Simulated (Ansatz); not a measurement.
## GaP (model structure, Fm-3m, No. 225, 2 atoms in the cell)

Computed with PBEsol in Ansatz (plane waves, PAW).

Run with plane-wave cutoff 520 eV, 18×18×18 k mesh, Fermi–Dirac smearing 0.05 eV, scalar-relativistic PAW data made under PBE.

Cell (relaxed at this level):

GaP is taken in the cubic space group Fm-3m (No. 225), the rock salt structure, Pearson symbol cF8. Cell: a = 5.0880 Å, b = 5.0880 Å, c = 5.0880 Å, α = 90.00°, β = 90.00°, γ = 90.00°. Ga on 4a has 6 P at 2.544 Å (octahedral). P on 4b is surrounded by 6 Ga at 2.544 Å (octahedral). (Neighbours: up to the widest gap in distance over summed covalent radii, below 1.35, at either atom; cation-cation and far metal-metal contacts left out.)
(The calculation used a cell of 2 atoms; values per cell refer to that cell.)

| Property | Value |
|---|---|
| band gap | none |
| bulk modulus B0 | 99.8 GPa |

Note: the bulk modulus is −V dP/dV from two relaxed cells at ±2 % in volume; the relaxation could raise the start's symmetry but not lower it, so the cell can be a saddle point.

Spin–orbit coupling is not included.

The computed numbers hold no vibrational or temperature effects.

A model structure was made by putting elements into a prototype or built by hand; it is no filed structure, need not be a known phase, and can be a saddle point held by its symmetry.

Ansatz is a first-principles code.
